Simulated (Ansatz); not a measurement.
GeSe₂ (I-42d, No. 122, 6 atoms in the cell; start mp-10074), treated with LDA in Ansatz (plane waves, PAW).

Run with plane-wave cutoff 520 eV, 8×8×8 k mesh, Fermi–Dirac smearing 0.01 eV, scalar-relativistic PAW data made under PBE.

Cell (relaxed at this level):

```cif
data_Ge2Se4
_chemical_formula_sum 'Ge2 Se4'
_space_group_name_H-M_alt 'P 1'
_space_group_IT_number 1
_cell_length_a 6.29186
_cell_length_b 6.29186
_cell_length_c 6.29186
_cell_angle_alpha 127.852
_cell_angle_beta 127.852
_cell_angle_gamma 76.864
loop_
_space_group_symop_operation_xyz
  'x, y, z'
loop_
_atom_site_label
_atom_site_type_symbol
_atom_site_fract_x
_atom_site_fract_y
_atom_site_fract_z
_atom_site_occupancy
Ge1 Ge 0.75000 0.25000 0.50000 1
Ge2 Ge 0.00000 0.00000 0.00000 1
Se1 Se 0.61016 0.62500 0.48516 1
Se2 Se 0.37500 0.86016 0.98516 1
Se3 Se 0.13984 0.12500 0.51484 1
Se4 Se 0.87500 0.38984 0.01484 1
```

Task: Estimate the band gap and smallest direct gap on the k points sampled that the calculation returns.

Result: 
* **band gap**: 1.03 eV (indirect)
* **smallest direct gap on the k points sampled**: 1.44 eV

Spin–orbit coupling is not included.

Static lattice: no zero-point or thermal effects.

Computing time: about 40 core-seconds (a rough figure).

A start named mp-… is a Materials Project structure, which need not be a measured phase.

Ansatz is an electronic-structure program.
